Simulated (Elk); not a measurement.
Input and output of a self-consistent single point for SrGa2 (P6/mmm, 3 atoms in the cell) (Elk).

Computed with PBEsol, all-electron FP-LAPW, Elk's shipped species files, APW+lo basis with extra local orbitals in Elk.

```xyz
3
Lattice="4.3079 0.0000 0.0000 -2.1539 3.7307 0.0000 0.0000 0.0000 4.8005" Properties=species:S:1:pos:R:3 pbc="T T T"
Sr     0.0000     0.0000     0.0000
Ga     0.0000     2.4871     2.4003
Ga     2.1539     1.2436     2.4003
```

Reference input (self-consistent single point, DFT, PBEsol, all-electron FP-LAPW, Elk's shipped species files, APW+lo basis with extra local orbitals): xctype = 22; rgkmax = 7.5; stype = 0; swidth = 0.00999582 Ha; ngridk = 5 5 4; gmaxvr = 16 1/bohr; nxlo = 2; lorbcnd = true; rmtscf = 0.92; lmaxi = 2; maxscl = 100. This run's input differs from it in these lines:

```diff
@@ -28,3 +28,3 @@
 swidth
-  0.00999582
+  0.0293995
```

The program printed (abridged):

```
│ Self-consistent loop started │
│ Loop number : 1 │
 total energy                :     -7066.02441420
│ Loop number : 2 │
 total energy                :     -7066.08294711
RMS change in Kohn-Sham potential (target) :   0.1127289404     (  0.1000000000E-05)
Absolute change in total energy (target)   :   0.5853291118E-01 (  0.1000000000E-03)
│ Loop number : 3 │
 total energy                :     -7066.00039921
RMS change in Kohn-Sham potential (target) :   0.1105219263     (  0.1000000000E-05)
Absolute change in total energy (target)   :   0.6791466949E-01 (  0.1000000000E-03)
│ Loop number : 4 │
   [... lines left out ...]
Absolute change in total energy (target)   :   0.8370978840E-03 (  0.1000000000E-03)
│ Loop number : 13 │
 total energy                :     -7063.41209574
RMS change in Kohn-Sham potential (target) :   0.1908341731E-06 (  0.1000000000E-05)
Absolute change in total energy (target)   :   0.3182166447E-03 (  0.1000000000E-03)
│ Loop number : 14 │
 total energy                :     -7063.41208545
RMS change in Kohn-Sham potential (target) :   0.6081477284E-07 (  0.1000000000E-05)
Absolute change in total energy (target)   :   0.8983744647E-04 (  0.1000000000E-03)
Convergence targets achieved

│ Loop number : 15 │

Energies :
 Fermi                       :     0.203531819338
 total energy                :     -7063.41208257

Density of states at Fermi energy :    41.79799094
 (states/Hartree/unit cell)

Estimated indirect band gap :   0.6444432091E-02
 from k-point     13 to k-point     10
Estimated direct band gap   :   0.2200583262E-01
 at k-point     10

Charges :
 core                        :    64.00000000
 valence                     :    36.00000000
 interstitial                :    5.760091435
 muffin-tins (core leakage)
  species :    1 (Sr)
   atom    1                 :    35.64606921     (  0.1022193600E-03)
  species :    2 (Ga)
   atom    1                 :    29.29691968     (  0.2077703939E-02)
   atom    2                 :    29.29691968     (  0.2077703939E-02)
 total in muffin-tins        :    94.23990856
 total calculated charge     :    99.99022894
 total charge                :    100.0000000
 error                       :   0.9771060654E-02

│ Self-consistent loop stopped │
```

The run converged in 15 iterations. The count includes the last loop, which Elk runs after its targets are met. Against the reference run the total energy rises by 69.3 meV/atom.

The starting cell comes from a database of computed structures (which also holds hypothetical and non-ambient phases and stackings), without a prior relaxation at this level. Values depend on the basis (sphere radii, cutoffs, local orbitals), which need not be converged. The log's line on a gap gives a spacing of levels on this mesh, which the program prints for metals too.
